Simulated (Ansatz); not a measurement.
Start from a 12-atom supercell of Rh in the fcc (Cu type) structure (space group Fm-3m, No. 225) at its relaxed geometry.

```
Rh
1.0
    0.00000     3.83026     3.83026
    3.83026    -3.83026     3.83026
    3.83026     3.83026     0.00000
Rh
12
Cartesian
  0.00000   0.00000   0.00000
  1.91513   1.91513   0.00000
  1.91513   0.00000   1.91513
  3.83026   1.91513   1.91513
  3.83026   0.00000   3.83026
  5.74540   1.91513   3.83026
  0.00000   1.91513   1.91513
  1.91513   3.83026   1.91513
  1.91513   1.91513   3.83026
  3.83026   3.83026   3.83026
  3.83026   1.91513   5.74540
  5.74540   3.83026   5.74540
```

Calculations: DFT with PBE, PAW potentials and a 420 eV plane-wave cutoff in Ansatz (a program for electronic structure), no spin-orbit coupling, earlier PAW set.

One neutral defect a cell, atoms relaxed at fixed cell.

One change was made to it. Results:

The largest displacement of a host atom from its site in the perfect cell amounts to 0.16 Å; the pressure goes from zero to 17.3 GPa.

Question: Which of these changes matches the shifts?
A) C on a Rh site
B) Li interstitial (started 1.92 Å from the nearest host atom)
C) Bi on a Rh site, symmetric start
D) H interstitial (started 1.92 Å from the nearest host atom), symmetric start

Answer: B, Li interstitial (started 1.92 Å from the nearest host atom). For comparison, the pressure in the other runs: H interstitial (started 1.92 Å from the nearest host atom), symmetric start gives 3.9 GPa; C on a Rh site gives -1.9 GPa; Bi on a Rh site, symmetric start gives 13.9 GPa.

In so small a cell the defect repeats every few ångströms: this is an ordered compound, not a dilute defect. Defects with a symmetric start kept the site's symmetry and may sit on a saddle; the others started slightly shaken. The final runs are not spin-polarised. An odd electron count without spin: LiRh12, Rh12H and Rh11C.
